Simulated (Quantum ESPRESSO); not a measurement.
**How a calculation on SnPO₃ (Cc, 10 atoms in the cell) responds to its settings**

```
SnPO3
1.0
    3.69469    -6.47448     0.00000
    3.69469     6.47448     0.00000
   -2.48190     0.00000     4.25310
Sn P O
2 2 6
Direct
  0.58995   0.31467   0.65790
  0.31467   0.58995   0.15790
  0.21602   0.93786   0.85770
  0.93786   0.21602   0.35770
  0.36441   0.97981   0.66704
  0.97981   0.36441   0.16704
  0.15452   0.72140   0.91869
  0.72140   0.15452   0.41869
  0.33017   0.16719   0.16178
  0.16719   0.33017   0.66178
```

Base run A: Quantum ESPRESSO 7.5 with LDA (PZ), GBRV 1.5 ultrasoft (LDA) pseudopotentials, self-consistent single point.

Its settings: ecutwfc = 40 Ry; ecutrho = 200 Ry; occupations = smearing; smearing = gaussian; degauss = 0.000734986 Ry; potentials = {Sn: sn_lda_v1.4.uspp.F.UPF, P: p_lda_v1.5.uspp.F.UPF, O: o_lda_v1.2.uspp.F.UPF}; K_POINTS = automatic 3 3 3 0 0 0; conv_thr = 1e-10 Ry.

The starting cell comes from a database of computed structures (which also holds hypothetical and non-ambient phases and stackings), without a prior relaxation at this level. Its lattice was rescaled by a random factor within 2.5 % of one. In the base run, with a pressure of about -7 GPa the cell is away from its equilibrium volume at this level. In the base run, forces exceed 1 eV/Å. The run gives no clean gap (levels at the Fermi energy touch, overlap or are partly filled at this smearing), which alone does not show that the compound is a metal. Without a gap this mesh is coarse (it stands for a supercell whose shortest vector is 15 Å).

ΔF is the free energy per atom less that of run A. 

Run A gave: pressure (GPa) -7.45; largest force (eV/Å) 1.019; iterations 14.

Runs:
- B: diagonalization: default → cg
- C: diagonalization: default → paro
- D: diagonalization: default → rmm-davidson
- E: diagonalization: default → rmm-paro
- F: diago_david_ndim: default → 3
- G: diago_david_ndim: default → 4
- H: diago_full_acc: default → true

Task: Which runs reach the base run's state, and which is quickest in iterations?

Result: Runs B, C, D, E, F, G, H reached the same state as A (within 1 meV/atom). The fewest iterations to that state were 12 (C); the most were 17.

```json
[
 {"run": "A", "ΔF (meV/atom)": "0.00", "pressure (GPa)": "-7.45", "largest force (eV/Å)": "1.019", "iterations": "14"},
 {"run": "B", "ΔF (meV/atom)": "0.00", "pressure (GPa)": "-7.45", "largest force (eV/Å)": "1.019", "iterations": "14"},
 {"run": "C", "ΔF (meV/atom)": "0.00", "pressure (GPa)": "-7.45", "largest force (eV/Å)": "1.019", "iterations": "12"},
 {"run": "D", "ΔF (meV/atom)": "0.00", "pressure (GPa)": "-7.45", "largest force (eV/Å)": "1.019", "iterations": "17"},
 {"run": "E", "ΔF (meV/atom)": "0.00", "pressure (GPa)": "-7.45", "largest force (eV/Å)": "1.019", "iterations": "14"},
 {"run": "F", "ΔF (meV/atom)": "0.00", "pressure (GPa)": "-7.45", "largest force (eV/Å)": "1.019", "iterations": "13"},
 {"run": "G", "ΔF (meV/atom)": "0.00", "pressure (GPa)": "-7.45", "largest force (eV/Å)": "1.019", "iterations": "13"},
 {"run": "H", "ΔF (meV/atom)": "0.00", "pressure (GPa)": "-7.45", "largest force (eV/Å)": "1.019", "iterations": "14"}
]
```
